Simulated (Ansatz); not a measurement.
Cubic perovskite CsSnI3 (cubic high-temperature phase), treated with PBEsol (PAW; Ansatz, a first-principles code).

Numerical settings: plane-wave cutoff 520 eV, 8×8×8 k mesh, scalar-relativistic PAW data made under PBE.

The cell has the measured lattice: a = 6.2190 Å, b = 6.2190 Å, c = 6.2190 Å, α = 90.00°, β = 90.00°, γ = 90.00°.

Task: Give the computed Voigt–Reuss–Hill bulk modulus, Voigt–Reuss–Hill shear modulus (Hill average) and Young modulus.

Result: 
- Voigt–Reuss–Hill bulk modulus: 14.8 GPa
- Voigt–Reuss–Hill shear modulus (Hill average): 7.60 GPa
- Young modulus: 19.5 GPa

Note: held by symmetry at 0 K, a high-temperature phase can be a saddle point; the cell isn't this level's own, so it is under some stress, which shifts stiffness and frequencies.

Elastic constants are with the ions relaxed.

Spin–orbit coupling is not included.

Computed values are for the static lattice.

It cost very roughly 11 core-minutes of CPU time.
